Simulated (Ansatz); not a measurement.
A user runs Ansatz (an electronic-structure program) on Al (Fm-3m, 1 atom in the cell) and asks whether the run is sound. The aim is a self-consistent single point with DFT, PBE, plane waves, PAW files.

Cell that was meant: a = 2.8274 Å, b = 2.8274 Å, c = 2.8274 Å, α = 60.00°, β = 60.00°, γ = 60.00°.

Part of the input:

Ansatz 0.2 input:
```yaml
    - [1.999270, 1.999270, 0.000000]
  atoms:
    - { symbol: Al, position: [0.000000, 0.000000, 0.000000] }
basis:
  ecutwfc: 125.0
kpoints:
  mp_grid: { grid: [11, 11, 11] }
hamiltonian:
```

Output, abridged:

```
   [... lines left out ...]
Bands: 6, of which v1, the nominal top of the filled ones, is band 2 counted from 1 (1 counted from 0)
Symmetry: 48 space group operations
Space group: Fm-3m (ITA 225), of the structure as read, at distance tolerance 2.5e-5 Å
k-points: 56 of 1331
Initial density: superposition of atomic densities (chi_scale 0.1, normalization cell)
Initial wavefunctions: pseudopotential atomic-orbital guess
Eigensolver: davidson
Functional: x = pbe(κ = 0.804, μ = 0.2195149727645171), c = pbe(β = 0.06672455060314922)
SCF iter   1: F=—  HF=-537.074941 eV  |F-HF|=—  |Δ(HF+E_count)|=         —  Δρ=2.53e-2  dr2=1.02e-1  ethr=3.10e-3  ⟨swp⟩=4.4  Hψ=2565  notcnv=0
all-band conjugate gradients solve this SCF's bands
preconditioner: auto → none
SCF iter   2: F=—  HF=-537.037197 eV  |F-HF|=—  |Δ(HF+E_count)|=   3.77e-2  Δρ=1.26e-2  dr2=2.53e-2  ethr=3.10e-3  ⟨swp⟩=1.0  Hψ=784  notcnv=0
SCF iter   3: F=—  HF=-537.023160 eV  |F-HF|=—  |Δ(HF+E_count)|=   1.40e-2  Δρ=3.28e-4  dr2=2.00e-5  ethr=8.43e-4  ⟨swp⟩=1.1  Hψ=322  notcnv=0  defer=1
SCF iter   4: F=—  HF=-537.023538 eV  |F-HF|=—  |Δ(HF+E_count)|=   3.78e-4  Δρ=3.08e-5  dr2=1.14e-7  ethr=6.66e-7  ⟨swp⟩=2.1  Hψ=399  notcnv=0  defer=1
SCF iter   5: F=-537.023538 eV  HF=-537.023538 eV  |F-HF|=4.16e-10  |Δ(HF+E_count)|=   1.12e-8  Δρ=2.55e-6  dr2=5.84e-10  ethr=3.33e-9  ⟨swp⟩=4.7  Hψ=1549  notcnv=0
SCF 1 converged in 5 iterations: F = -537.023538 eV  dr2 = 5.84e-10
Stability not checked: this state was not tested for a lower state beside it, because too few of the mixer's solves of this state at the end of the SCF gave a …
Free energy (F): -537.023538 eV
Internal energy: -537.011258 eV  (E = F + TS)
E sigma→0 (E₀):  -537.017398 eV
Entropy (-TS):   -0.012280 eV (-12.280 meV/atom)
Fermi energy:    8.506352 eV
--- Forces (eV/Å), atoms counted from 1 ---
  atom   1  Al    -0.00000000    -0.00000000     0.00000000
--- Stress (GPa, compression-positive) ---
       10.853301       0.000000       0.000000
       -0.000000      10.853301       0.000000
       -0.000000       0.000000      10.853301
  P = ⅓ Tr σ = 10.8533 GPa (108.533 kbar)
  The stress holds the Pulay correction. Without it, at fixed plane waves, as pw.x and ABINIT print it: P = 4.5416 GPa
```

Q: Is anything amiss in this input, and did it matter?

A: The run is not sound. The fault is a basis or grid far too coarse for these potentials. The error of an incomplete plane-wave basis or grid does not cancel at such settings. To fix it, restore the cutoff that the potentials need and check convergence. The run converged in 5 iterations without an error; against the sound input the free energy rises by 490 meV/atom and the pressure goes from 2.75 to 10.85 GPa. At a fixed set of plane waves, without the program's Pulay estimate, the pressure is 4.54 GPa against 2.71 GPa.

An input that runs soundly differs in these lines (not the only fix; some lines may just follow from the change or write a value another way):
```diff
-basis:
-  ecutwfc: 125.0
```

With that input, the run converged in 5 iterations: free energy E − TS (on the zero of these files) -537.5138 eV; Fermi level (on the code's own zero) 8.28 eV; pressure 2.75 GPa (DFT, PBE, plane waves, PAW files).

On the sound input: the starting cell comes from a database of computed structures (which also holds hypothetical and non-ambient phases and stackings), without a prior relaxation at this level. Its lattice was rescaled by a random factor within 2.5 % of one. Ansatz's pressure includes its estimate of the finite-basis (Pulay) stress.
